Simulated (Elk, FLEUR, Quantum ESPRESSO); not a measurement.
# Code comparison for RbGdSe2 (R-3m, 4 atoms in the cell)

Self-consistent single point, at a second geometry (lattice scaled by 0.98). First geometry:

```
CELL_PARAMETERS angstrom
      2.13597     1.23320     7.94199
     -2.13597     1.23320     7.94199
      0.00000    -2.46641     7.94199
ATOMIC_POSITIONS crystal
  Rb 0.00000 0.00000 0.00000
  Gd 0.50000 0.50000 0.50000
  Se 0.76753 0.76753 0.76753
  Se 0.23247 0.23247 0.23247
```
Moments meant for the start (each program seeds them in its own way; μB, in the order of the atoms Rb Gd Se Se): 0.0 7.0 0.0 0.0.

Shared settings, as Quantum ESPRESSO writes them: occupations = smearing; smearing = fd; degauss = 0.000734986 Ry; nspin = 2; K_POINTS = automatic 4 4 4 0 0 0. Potentials and cutoffs stand in the table.

| code | model | ΔF from the first geometry (meV/atom) | largest force (eV/Å) | gap on the mesh (eV) | size of the net moment (μB/atom) | cutoff |
|---|---|---|---|---|---|---|
| FLEUR | PBEsol, all-electron FLAPW (FLEUR), scalar-relativistic valence | 2.2 | 0.220 | 1.348 | 1.75 | Kmax 3.9 1/bohr |
| Elk | PBEsol, all-electron FP-LAPW, Elk's shipped species files, APW+lo basis with extra local orbitals | 1.5 | – | 1.013 | 1.75 | rgkmax 7.5 |
| Quantum ESPRESSO | PBEsol, SSSP 1.1.2 efficiency (PBE) pseudopotentials | -0.8 | 0.171 | 1.470 | 1.75 | 60 Ry |

A dash marks a value that a program does not give, or that is left out as unsure.

Gaps are read on the mesh.

On FLEUR's run: spin-orbit coupling is off. With one magnetic atom in the cell only a parallel order is possible. With U or open f shells several self-consistent states can exist. The f electrons are in the valence without U or exact exchange, which can misplace them near the Fermi level. Spin-orbit terms, which matter for f shells, are left out.

The spread over the programs that give each value: ΔF from the first geometry within 3.0 meV/atom; largest force within 0.049 eV/Å; gap on the mesh within 0.457 eV; size of the net moment within 0.00 μB/atom.

FLEUR and Elk treat all electrons, but the usual bases taken here (sphere radii, linearisation, local orbitals, empty states) were not tested for convergence, so the values are no reference for the others.

The starting cell comes from a database of computed structures (which also holds hypothetical and non-ambient phases and stackings), without a prior relaxation at this level. For this run, on top of that: lattice scaled by 0.98.

Left out of this page: Ansatz (with a known weakness of the program).
